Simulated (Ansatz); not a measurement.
BaAlHO2 (model structure, started from the SrVO2H type, P4/mmm, No. 123, 5 atoms in the cell), treated with r²SCAN+SOC (PAW; Ansatz, a quantum-chemistry and plane-wave program).

Run with plane-wave cutoff 560 eV, 10×10×8 k mesh (along the axes of the cell as run), Fermi–Dirac smearing 0.01 eV, PAW data made under PBE.

Cell (relaxed with PBEsol):

```xyz
5
Lattice="3.8166 0.0000 0.0000 0.0000 3.8166 0.0000 0.0000 0.0000 3.9573" Properties=species:S:1:pos:R:3 pbc="T T T"
Ba     1.9083     1.9083     1.9787
Al     0.0000     0.0000     0.0000
O      1.9083     0.0000     0.0000
O      0.0000     1.9083     0.0000
H      0.0000     0.0000     1.9787
```

**Question.** Give the computed band gap, smallest direct gap on the k points sampled and direct gap at Γ.

**Answer.** 
* **band gap**: 3.41 eV (indirect)
* **smallest direct gap on the k points sampled**: 3.97 eV
* **direct gap at Γ**: 5.48 eV

Note: the relaxation could raise the start's symmetry but not lower it, so the cell can be a saddle point; cell and atoms aren't relaxed at this level (pressure 2.2 GPa).

Static lattice: no zero-point or thermal effects.

A model structure was made by putting elements into a prototype or built by hand; it is no filed structure, need not be a known phase, and can be a saddle point held by its symmetry.
